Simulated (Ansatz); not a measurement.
## Effect of 3 layers on CdS

The parent structure is CdS in the wurtzite structure (space group P6_3mc, No. 186; a = 4.1643 Å, c = 6.7688 Å). Axes: x lies along a and z along c of the hexagonal cell.

The change: a free-standing slab of 3 layers (12 atoms, 4 a layer) is cut normal to the y axis, with 15 Å of vacuum and the in-plane cell held at bulk.

Method: Ansatz (a quantum-chemistry and plane-wave program), r2SCAN, PAW, cutoff 500 eV, no spin-orbit coupling, earlier PAW set. k-mesh 8×5×1 (Γ-centred); smearing 0.05 eV (Fermi–Dirac), for the changed cell.

```json
[
 {"quantity": "layer's space group (with vacuum)", "base": "–", "changed": "Pmn2_1 (No. 31)", "shift": "–"},
 {"quantity": "shortest interatomic distance", "base": "2.545 Å", "changed": "2.417 Å", "shift": "-0.128 Å"},
 {"quantity": "band gap", "base": "1.63 eV", "changed": "1.87 eV", "shift": "+0.24 eV"},
 {"quantity": "gap character", "base": "–", "changed": "direct at Γ", "shift": "–"},
 {"quantity": "valence-band top at Γ (three highest levels, from the VBM)", "base": "0.00, 0.00, -0.04 eV", "changed": "0.00, -0.14, -0.29 eV", "shift": "–"},
 {"quantity": "excess energy per area of both faces (slab less bulk energy over the cell's area: twice a surface energy)", "base": "–", "changed": "0.84 J/m²", "shift": "–"},
 {"quantity": "thickness between the outermost nuclei", "base": "–", "changed": "8.82 Å", "shift": "–"},
 {"quantity": "change of the spacing d12 from its bulk value of 1.202 Å", "base": "–", "changed": "-21.0 %", "shift": "–"}
]
```

Final structure:

```yaml
crystal:
  lattice:
    - [4.16433, 0.00000, 0.00000]
    - [0.00000, 6.76883, 0.00000]
    - [0.00000, 0.00000, 23.41496]
  atoms:
    - { symbol: Cd, position: [0.50000, 0.04540, 0.34620] }
    - { symbol: S, position: [0.50000, 0.38189, 0.31163] }
    - { symbol: Cd, position: [0.00000, 0.48454, 0.36375] }
    - { symbol: S, position: [0.00000, 0.86569, 0.37516] }
    - { symbol: Cd, position: [0.00000, 0.98492, 0.48011] }
    - { symbol: S, position: [0.00000, 0.36196, 0.46973] }
    - { symbol: Cd, position: [0.50000, 0.48492, 0.51989] }
    - { symbol: S, position: [0.50000, 0.86196, 0.53027] }
    - { symbol: Cd, position: [0.50000, 0.98454, 0.63625] }
    - { symbol: S, position: [0.50000, 0.36569, 0.62484] }
    - { symbol: Cd, position: [0.00000, 0.54540, 0.65380] }
    - { symbol: S, position: [0.00000, 0.88189, 0.68837] }
```

Slab and bulk use different k-meshes, which limits the precision of the excess energy. Whether these cells are dynamically stable was not tested. k-point labels follow each cell's own Brillouin zone.
